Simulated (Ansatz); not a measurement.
## A computed series for Ca: response to strain

Consider Ca (space group I4/mmm, No. 139; a cell from a computed database, its experimental status unchecked; relaxed with 0.1 eV smearing).

```
CELL_PARAMETERS angstrom
     -2.16523     2.16523     2.15937
      2.16523    -2.16523     2.15937
      2.16523     2.16523    -2.15937
ATOMIC_POSITIONS crystal
  Ca 0.50000 0.50000 0.00000
```

Cartesian axes are those of the cell as printed.

Strains are applied to the cell and any free atomic positions relax; under biaxial strain the out-of-plane vector relaxes too.

Calculations: DFT with PBEsol, PAW potentials and a 420 eV plane-wave cutoff in Ansatz (a first-principles code), spin-orbit coupling left out.

Notes on the quantities. energy relative to the base: free energy F.

```tsv
variant	energy relative to the base	space group	volume per atom
base	0 meV/atom	I4/mmm (No. 139)	40.49 Å³
biaxial strain −2.76 %, plane normal [001], relaxed out of plane	-0.5 meV/atom	I4/mmm (No. 139)	40.68 Å³
biaxial strain −0.99 %, plane normal [001], relaxed out of plane	0.0 meV/atom	I4/mmm (No. 139)	40.51 Å³
biaxial strain +1.05 %, plane normal [001], relaxed out of plane	+0.1 meV/atom	I4/mmm (No. 139)	40.58 Å³
uniaxial strain ε_yy = +5.77 %	+6.6 meV/atom	Immm (No. 71)	42.83 Å³
uniaxial strain ε_zz = −3.32 %	+2.7 meV/atom	I4/mmm (No. 139)	39.15 Å³
tensor shear ε_yz = +3.25 %	+8.5 meV/atom	C2/m (No. 12)	40.45 Å³
```

No phonon test of stability was made. This is not the structure that Ca has at room temperature and ambient pressure.
